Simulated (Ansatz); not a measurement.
The parent structure is GaSb in the zinc blende structure (space group F-43m, No. 216; a = 6.111 Å). Axes: x, y, z lie along the cube axes.

Level of theory: Kohn–Sham DFT with the PBEsol functional, run in Ansatz (a program for electronic structure) with PAW and 420 eV plane waves, no SOC.

For the base:

The pressure is 0.0 GPa and the shortest interatomic distance is 2.646 Å.

Now apply this change: the cell is stretched by 1.50 % along z with no lateral relaxation, atoms relaxed at fixed cell.

**Question.** How does this affect the pressure, energy relative to the base and shortest interatomic distance?

**Answer.** The pressure (mean of the normal stresses, compression positive) goes from zero to -0.7 GPa; the energy rises by 1.6 meV/atom; the shortest interatomic distance goes up by 0.0133 Å (2.646 Å → 2.660 Å).

The cells carry an imposed strain or load. Stability against distortions was not tested. The final runs are not spin-polarised.
